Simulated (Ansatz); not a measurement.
```xyz
1
Lattice="-1.5919 1.5919 1.5919 1.5919 -1.5919 1.5919 1.5919 1.5919 -1.5919" Properties=species:S:1:pos:R:3 pbc="T T T"
Ta     0.0000     0.0000     0.0000
```

No spin polarisation.

The values are results of Ansatz (a first-principles code) PBEsol, spin-orbit coupling left out, not measurements. k-mesh 28×28×28 (Γ-centred); smearing 0.1 eV (Fermi–Dirac).

**Question.** Predict the space group, pressure and band gap.

**Answer.** 
```json
{
  "space_group": "Im-3m (No. 229)",
  "pressure": "22.4 GPa",
  "band_gap": "zero"
}
```

The cells carry an imposed strain or load. Stability against distortions was not tested. The final runs are not spin-polarised. The cell was made from Ta in the bcc (W type) structure (space group Im-3m, No. 229) by this change: isotropic strain −3.00 %.
